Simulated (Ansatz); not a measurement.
# By hand: energy of one form of BaPbO3 over another

We look at the energy of one form of BaPbO3 over another. The value is E(A) − E(B), in meV per atom.

A: BaPbO3 (Imma), 10 atoms in the cell; this is a cell whose start was taken from, or built on, an entry of a structure database, and that this text hasn't matched to a measured one.
```
BaPbO3
1.0
    6.11909     0.00000     0.00000
    3.05955    -4.32633     3.09946
    3.05955    -4.32633    -3.09946
Ba Pb O
2 2 6
Direct
  0.25000   0.75788   0.74212
  0.75000   0.24212   0.25788
  0.00000   0.50000   0.50000
  0.50000   0.00000   0.00000
  0.79384   0.20616   0.70616
  0.20616   0.79384   0.29384
  0.70616   0.79384   0.29384
  0.29384   0.20616   0.70616
  0.25000   0.32537   0.17463
  0.75000   0.67463   0.82537
```

B: BaPbO3 (I4/mcm), 10 atoms in the cell; this is a cell whose start was taken from, or built on, an entry of a structure database, and that this text hasn't matched to a measured one.
```xyz
10
Lattice="6.0817 0.0000 0.0000 0.0000 6.0817 0.0000 -3.0408 -3.0408 4.4231" Properties=species:S:1:pos:R:3 pbc="T T T"
Ba     0.0000     3.0408     2.2115
Ba     3.0408     0.0000     2.2115
Pb     0.0000     0.0000     0.0000
Pb     3.0408     3.0408     0.0000
O      4.2220     4.9005     0.0000
O      1.8597     1.1812     0.0000
O     -1.8597     1.1812     4.4231
O      4.9005     1.8597     0.0000
O      3.0408     3.0408     2.2115
O      0.0000     0.0000     2.2115
```

Setting: static, neutral cells in Ansatz (PAW) whose structures rest at the PBE level. Ansatz (a quantum-chemistry and plane-wave program) runs with its default PAW set. Other levels take these structures. The lattices are those relaxed with PBE, so at other levels the solids can be strained, which adds to the spread. A dispersion term (D3(BJ), or D4 for r2SCAN) was computed beside these levels and is taken off wherever the name lacks it. Spin-orbit coupling is left out.

Total energies of the cells in eV, at zero smearing width. They compare only within one column; the weights balance every element.

| cell | atoms | weight | r2SCAN | r2SCAN+D4 |
|---|---|---|---|---|
| A: BaPbO3 (Imma) | 10 | +1 | -39185.56868 | -39186.39031 |
| B: BaPbO3 (I4/mcm) | 10 | −1 | -39185.56662 | -39186.38920 |

r2SCAN: (-39185.56868) − (-39185.56662) = -0.002 eV; dividing by 10 atoms gives 0 meV/atom.

r2SCAN+D4: (-39186.39031) − (-39186.38920) = -0.001 eV; dividing by 10 atoms gives 0 meV/atom.
